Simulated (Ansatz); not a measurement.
The starting structures come from a database of crystals and need not be the phases stable at ambient conditions.

 Where the default PAW files enter, the runs use the earlier of Ansatz's two default sets.

Given:

```
GaS
1.0
    6.22433     0.00000     0.00000
    3.11216    15.43549    -0.07390
    3.11216    -0.20061     1.78557
Ga S
4 4
Direct
  0.82985   0.17015   0.17015
  0.17015   0.82985   0.82985
  0.32985   0.67015   0.67015
  0.67015   0.32985   0.32985
  0.23405   0.09928   0.09928
  0.76595   0.90072   0.90072
  0.06739   0.59928   0.59928
  0.93261   0.40072   0.40072
```

Space group of this cell: P6_3/mmc. The cell was relaxed by PBE-D3(BJ); by PBEsol its mean pressure is -0.8 GPa.

Transport runs along the normal of the first two printed cell vectors, the (111) plane of the conventional cell.

The gap is the functional's own, uncorrected, and κ follows it; spin-orbit coupling is left out. Mid-gap values are interpolated between the computed energies.

Q: Estimate the band gap and the smallest decay constant κ at mid-gap that PBEsol run with Ansatz (a quantum-chemistry and plane-wave program) returns for this system.

A: Gap 1.42 eV on a 16×16×16 mesh; κ = 0.153 1/Å, at the zone centre.
